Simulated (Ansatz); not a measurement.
The parent structure is GaN in the zinc blende structure (space group F-43m, No. 216).

```yaml
crystal:
  lattice:
    - [0.00000, 2.24896, 2.24896]
    - [2.24896, 0.00000, 2.24896]
    - [2.24896, 2.24896, 0.00000]
  atoms:
    - { symbol: N, position: [0.75000, 0.75000, 0.75000] }
    - { symbol: Ga, position: [0.00000, 0.00000, 0.00000] }
```

Cartesian axes are those of the cell as printed.

All numbers come from r2SCAN in Ansatz (plane waves to 500 eV, PAW, spin-orbit coupling left out).

For the base:

The electron mass is 0.17 mₑ (at Γ). The band gap comes out as 2.17 eV.

Modification: uniaxial strain ε_zz = −1.02 %, all other strain components held at zero; the atoms relax in the strained cell.

Problem. Predict the new electron mass, band gap and stress.

Solution. The electron mass becomes 0.18 mₑ (at Γ) (base: 0.17 mₑ (at Γ)); the band gap grows by 0.04 eV (2.17 eV → 2.21 eV); the stress (xx, yy, zz, yz, xz, xy; compression positive) is (1.62, 1.62, 2.92, 0.00, 0.00, 0.00) GPa.

Masses are band curvatures over ±0.01 Å⁻¹ around the edge. Stability against distortions was not tested. This is not the structure that GaN has at room temperature and ambient pressure.

Ansatz is a first-principles code.
